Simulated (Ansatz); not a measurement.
Base system: Mg2Ge in the anti-fluorite structure (space group Fm-3m, No. 225; a = 6.421 Å).

Computed with DFT with PBE, PAW potentials and a 420 eV plane-wave cutoff in Ansatz (a quantum-chemistry and plane-wave program), without spin-orbit coupling, earlier PAW set.

Base values:

- Smallest direct gap = 0.95 eV
- Pressure = 0.00 GPa
- Hole mass = 0.071, 0.35, 0.35 mₑ (at Γ)

Perturbation: an isotropic linear strain of −0.13 %, atoms relaxed at fixed cell.

What does the calculation give for the smallest direct gap, pressure and hole mass after the change?

The smallest direct gap grows by 0.02 eV (0.95 eV → 0.97 eV); the pressure goes from zero to 0.20 GPa; the hole mass (degenerate bands, along [100]) changes from 0.071, 0.35, 0.35 mₑ (at Γ) to 0.072, 0.34, 0.34 mₑ (at Γ).

Masses are band curvatures over ±0.01 Å⁻¹ around the edge. Whether these cells are dynamically stable was not tested. The zero or small gap of Mg2Ge can change with the level of theory.
